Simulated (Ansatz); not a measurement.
# Parameter sweep on Si4Ir4Ca3 (I-43m, 11 atoms in the cell)

```yaml
crystal:
  lattice:
    - [-3.78532, 3.78532, 3.78532]
    - [3.78532, -3.78532, 3.78532]
    - [3.78532, 3.78532, -3.78532]
  atoms:
    - { symbol: Si, position: [0.63120, 0.63120, 0.63120] }
    - { symbol: Si, position: [0.36880, 0.00000, 0.00000] }
    - { symbol: Si, position: [0.00000, 0.00000, 0.36880] }
    - { symbol: Si, position: [0.00000, 0.36880, 0.00000] }
    - { symbol: Ir, position: [0.27562, 0.27562, 0.27562] }
    - { symbol: Ir, position: [0.72438, 0.00000, 0.00000] }
    - { symbol: Ir, position: [0.00000, 0.00000, 0.72438] }
    - { symbol: Ir, position: [0.00000, 0.72438, 0.00000] }
    - { symbol: Ca, position: [0.00000, 0.50000, 0.50000] }
    - { symbol: Ca, position: [0.50000, 0.00000, 0.50000] }
    - { symbol: Ca, position: [0.50000, 0.50000, 0.00000] }
```

Base run A: PBEsol, default PAW files made with PBE (Ansatz, a first-principles code), self-consistent single point.

Its settings: kpoints.mp_grid.grid = 3 3 3; hamiltonian.xc = pbesol; hamiltonian.pseudopotentials = {kind: paw} (the program's default PAW files); scf.occupations.method = fermi_dirac; scf.occupations.width = 0.1 eV.

The starting cell comes from a database of published, mostly measured structures (it also holds non-ambient and calculated ones), without a prior relaxation at this level. Its lattice was rescaled by a random factor within 2.5 % of one. Spin polarisation is off. In the base run, with a pressure of about -9 GPa the cell is away from its equilibrium volume at this level. Ansatz's pressure includes its estimate of the finite-basis (Pulay) stress.

ΔF is the free energy per atom less that of run A. 

Runs B, C, D sample the zone with one or two k-points, far too few for so small a cell.

Run A gave: pressure (GPa) -8.68; largest force (eV/Å) 0.267; TS (meV/atom) 16.8; k-points 4.

Runs:
- B: kpoints.mp_grid.grid, scf.occupations.width = 1 1 1, 0.03 eV
- C: kpoints.mp_grid.grid, scf.occupations.width = 1 1 1, 0.1 eV
- D: kpoints.mp_grid.grid, scf.occupations.width = 1 1 1, 0.3 eV
- E: kpoints.mp_grid.grid, scf.occupations.width = 2 2 2, 0.03 eV
- F: kpoints.mp_grid.grid, scf.occupations.width = 2 2 2, 0.1 eV
- G: kpoints.mp_grid.grid, scf.occupations.width = 2 2 2, 0.3 eV
- H: kpoints.mp_grid.grid, scf.occupations.width = 3 3 3, 0.03 eV
- I: kpoints.mp_grid.grid, scf.occupations.width = 3 3 3, 0.3 eV
- J: kpoints.mp_grid.grid, scf.occupations.width = 4 4 4, 0.03 eV
- K: kpoints.mp_grid.grid, scf.occupations.width = 4 4 4, 0.1 eV
- L: kpoints.mp_grid.grid, scf.occupations.width = 4 4 4, 0.3 eV

Question: What does run K change against A?

Answer: The free energy drops by 5.0 meV/atom, the pressure moves little (-8.68 to -8.66 GPa) and the largest force goes from 0.267 to 0.287 eV/Å.

```csv
run,ΔF (meV/atom),pressure (GPa),largest force (eV/Å),TS (meV/atom),k-points
A,0.00,-8.68,0.267,16.8,4
B,-19.6,-8.27,0.351,7.6,1
C,-37.3,-8.27,0.350,25.3,1
D,-101.9,-7.72,0.192,135.1,1
E,-25.6,-9.39,0.193,1.0,3
F,-30.7,-9.36,0.413,9.3,3
G,-67.8,-8.82,0.395,96.6,3
H,9.3,-8.72,0.257,2.9,4
I,-53.6,-8.29,0.294,114.9,4
J,2.7,-8.69,0.292,2.3,8
K,-5.0,-8.66,0.287,14.7,8
L,-55.6,-8.30,0.299,112.0,8
```

Keys are those of Ansatz 0.2.
